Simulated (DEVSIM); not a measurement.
Device: abrupt Si n-p junction, at 300 K.

```csv
layer (left to right),material,thickness (μm),Nd (cm⁻³),Na (cm⁻³),τn (s),τp (s)
1,Si,17.0,2.9e17,-,1.5e-6,1.5e-6
2,Si,66.0,-,2.4e17,1.5e-6,1.5e-6
```

Left contact: ohmic. Right contact: ohmic. Voltage is applied to the left contact. Recombination: SRH at mid-gap, radiative. Mobility is constant in doping.

The device is made up for the run: typed textbook-type constants, with dimensions and the other settings drawn at random. Values at 300 K; Nc and Nv go as T^1.5, mobilities as T to minus their exponent, the gap by Varshni's rule with the affinity fixed.

```
parameter               Si
----------------  --------
gap (eV)             1.124
affinity (eV)         4.05
permittivity          11.7
Nc (cm⁻³)          2.86e19
Nv (cm⁻³)           3.1e19
μn (cm²/Vs)           1417
μp (cm²/Vs)            470
T exponent of μn       2.3
T exponent of μp       2.2
B (cm³/s)          4.7e-15
Varshni α (eV/K)  0.000473
Varshni β (K)          636
```

DEVSIM, 1D drift-diffusion, Boltzmann statistics, complete ionisation; no tunnelling, impact ionisation, image-force lowering or self-heating.

The temperature was swept, all else fixed.

```
temperature (K)  potential step across the device at zero bias (V)  dark forward voltage at 1 A/cm² (V)  largest field in the device at zero bias (V/cm)  dark forward voltage at 100 A/cm² (V)
---------------  -------------------------------------------------  -----------------------------------  -----------------------------------------------  -------------------------------------
250                                                          0.944                                0.802                                           190000                                  0.914
300                                                          0.880                                0.714                                           180000                                  0.850
350                                                          0.812                                0.624                                           170000                                  0.788
400                                                          0.741                                0.531                                           170000                                  0.724
450                                                          0.668                                0.436                                           150000                                  0.658
500                                                          0.592                                0.339                                           140000                                  0.593
```

From the first row to the last the potential step across the device at zero bias goes from 0.944 to 0.592. From the first row to the last the dark forward voltage at 1 A/cm² goes from 0.802 to 0.339.
